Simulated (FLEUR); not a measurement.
A self-consistent single point of Ir (Fm-3m, 1 atom in the cell) with FLEUR.

Level of theory: FLEUR with PBE, all-electron FLAPW (FLEUR), scalar-relativistic valence.

The change in words: lattice scaled by 0.98. Reference geometry:
```
Ir
1.0
    0.00000     1.95067     1.95067
    1.95067     0.00000     1.95067
    1.95067     1.95067     0.00000
Ir
1
Direct
  0.00000   0.00000   0.00000
```

Reference input (self-consistent single point, DFT, PBE, all-electron FLAPW (FLEUR), scalar-relativistic valence): Kmax = 4.1 1/bohr; GmaxXC = 14.3 1/bohr; xcFunctional = pbe; jspins = 1; l_soc = F; mode = gauss; fermiSmearingEnergy = 0.00499791 Htr; mesh (inpgen div1-3) = 14 14 14; inpgen gamma flag = true; Gmax = 14.3 1/bohr; numbands = 0; maxIterBroyd = 40. This run's input differs from it in these lines:

```diff
@@ -3,6 +3,6 @@
 &input film=f /
-0.0000000000 0.7071067812 0.7071067812
-0.7071067812 0.0000000000 0.7071067812
+-0.0000000000 0.7071067812 0.7071067812
+0.7071067812 -0.0000000000 0.7071067812
 0.7071067812 0.7071067812 -0.0000000000
-5.2131113552
+5.1088500367
 1.0 1.0 1.0
@@ -42,5 +42,5 @@
          <bravaisMatrix>
-            <row-1>    0.0000000000000000     3.6862263904126418     3.6862263904126418</row-1>
-            <row-2>    3.6862263904126418     0.0000000000000000     3.6862263904126418</row-2>
-            <row-3>    3.6862263904126418     3.6862263904126418     0.0000000000000000</row-3>
+            <row-1>    0.0000000000000000     3.6125025050844388     3.6125025050844388</row-1>
+            <row-2>    3.6125025050844388     0.0000000000000000     3.6125025050844388</row-2>
+            <row-3>    3.6125025050844388     3.6125025050844388     0.0000000000000000</row-3>
          </bravaisMatrix>
```

The program printed (abridged):

```
 Iteration:     1   Distance:      15.87161054 me/bohr^3
 Iteration:     2   Distance:      14.64677700 me/bohr^3
 Iteration:     3   Distance:       6.40383590 me/bohr^3
 Iteration:     4   Distance:       1.29531982 me/bohr^3
 Iteration:     5   Distance:       1.09672734 me/bohr^3
   [... 4 lines left out ...]
 Iteration:    10   Distance:       0.00043796 me/bohr^3
 Iteration:    11   Distance:       0.00004343 me/bohr^3
 Iteration:    12   Distance:       0.00001850 me/bohr^3
 Iteration:    13   Distance:       0.00000308 me/bohr^3
 Run finished successfully
 Stop message:
   Structural relaxation: Done

[file out, last iteration]
             iter=     14
[...]
          total density-effective poten   -3.1296535396E+04
          total charge density-energy d   -3.4923270621E+02
 Updated energy parameters for spin:           1
[...]
 fermi energy and band-weighting factors:

[...]
FERMIE:
          first approx. to ef    (T=0)  :   0.660269 htr   (energy of the highest occ. eigenvalue)
          number of occ. states  (T=0)  :        786
          first approx. to seigv (T=0)  :  -2.404648 htr
          sum of weights of occ. states :   7.502915
          sum of semicore charge        :   0.000000 e
          fermi energy=   0.66054 har   work function= -17.97411 ev
          number of valence electrons=  15.00000
     band-weighting factor for spin=    1
   [... lines left out ...]
          total moment                 =     0.00000
 Direct bandgap for spin            1 :    1.7563903327557639E-002  Htr
   [... lines left out ...]
 ---->    (input%tkb*entropy) TS=              0.0000000000 htr
 ---->    free energy=                    -17858.1435906409 htr
      extrapolation for T->0
 ---->    total electron energy=          -17858.1435906409 htr
 ***** TOTAL FORCES ON ATOMS *****
 TOTAL FORCE FOR ATOM TYPE=  1  X=  0.000   Y=  0.000   Z=  0.000
                       FX_TOT= 0.000000 FY_TOT= 0.000000 FZ_TOT= 0.000000
 Structural relaxation: Done
```

The run converged in 13 iterations. FLEUR gives forces in its relaxation mode, with a further iteration, so its stop message speaks of a relaxation. Against the reference run the total energy goes up by 19.6 meV/atom.

The starting cell comes from a database of computed structures (which also holds hypothetical and non-ambient phases and stackings), without a prior relaxation at this level. Its lattice was rescaled by a random factor within 2.5 % of one. For this run, on top of that: lattice scaled by 0.98. Spin-orbit coupling is off. Spin polarisation is off. Values depend on the basis (sphere radii, cutoffs, local orbitals), which need not be converged. The log's line on a gap gives a spacing of levels on this mesh, which the program prints for metals too.
